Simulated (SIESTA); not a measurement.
Input and output of a self-consistent single point for TaNbCN (R3m, 4 atoms in the cell) (SIESTA).

Level of theory: LDA PW92, numerical atomic orbitals DZP, PseudoDojo LDA standard norm-conserving potentials (rewritten from UPF to PSML) run with SIESTA.

```
CELL_PARAMETERS angstrom
      1.56441     0.90321     5.13259
     -1.56441     0.90321     5.13259
      0.00000    -1.80642     5.13259
ATOMIC_POSITIONS crystal
  Ta 0.25590 0.25590 0.25590
  Nb 0.74245 0.74245 0.74245
  C  0.99772 0.99772 0.99772
  N  0.50393 0.50393 0.50393
```

Reference input (self-consistent single point, DFT, LDA PW92, numerical atomic orbitals DZP, PseudoDojo LDA standard norm-conserving potentials (rewritten from UPF to PSML)): XC.functional = LDA; XC.authors = PW92; potentials = PseudoDojo LDA standard; PAO.BasisSize = DZP; PAO.EnergyShift = 0.01 Ry; MeshCutoff = 300 Ry; kgrid.MonkhorstPack = 8 8 8; OccupationFunction = FD; ElectronicTemperature = 1160.45 K; MaxSCFIterations = 150; SCF.Mixer.Method = Pulay; SCF.Mixer.Weight = 0.1. This run's input differs from it in these lines:

```diff
@@ -43,3 +43,6 @@
 SCF.Mixer.History            6
-SCF.DM.Tolerance             1.0E-04
+SCF.DM.Converge              false
+SCF.H.Converge               false
+SCF.FreeE.Converge           true
+SCF.FreeE.Tolerance          1.0E-12 eV
 Diag.ParallelOverK           true
```

The program printed (abridged):

```
        iscf     Eharris(eV)        E_KS(eV)     FreeEng(eV)     dDmax    Ef(eV) dHmax(eV)
   scf:    1    -3863.572411    -3903.508331    -3903.537403  1.501803 -2.170676 11.215037
   scf:    2    -3917.033467    -3910.742020    -3910.772886  0.091280 -2.310932  7.504603
   scf:    3    -3919.207754    -3917.506068    -3917.543619  0.195908 -2.662300  2.575059
   scf:    4    -3917.292961    -3917.536084    -3917.573751  0.073632 -2.702820  2.217851
   scf:    5    -3917.736196    -3917.660624    -3917.698425  0.032073 -2.753684  1.244988
   [... 141 lines left out ...]
   scf:  147    -3917.723763    -3917.723763    -3917.762166  0.000000 -2.983521  0.000000
   scf:  148    -3917.723763    -3917.723763    -3917.762166  0.000000 -2.983521  0.000000
   scf:  149    -3917.723763    -3917.723763    -3917.762166  0.000000 -2.983521  0.000000
   scf:  150    -3917.723763    -3917.723763    -3917.762166  0.000000 -2.983521  0.000000
SCF_NOT_CONV: SCF did not converge in maximum number of steps (required).
SCF_NOT_CONV: SCF did not converge in maximum number of steps (required).
Geom step, scf iteration, dDmax, dHmax:    0   150      0.000000     0.000000
Geom step, scf iteration, dDmax, dHmax:    0   150      0.000000     0.000000

ABNORMAL_TERMINATION
ABNORMAL_TERMINATION
Stopping Program from Node:    0
Stopping Program from Node:    0
```

The run ended unconverged after 150 iterations. 

The starting cell comes from a database of computed structures (which also holds hypothetical and non-ambient phases and stackings), without a prior relaxation at this level. Its lattice was rescaled by a random factor within 2.5 % of one. Values carry the incompleteness of an atom-centred basis.

Cost on one core of a shared machine: roughly 9 min.
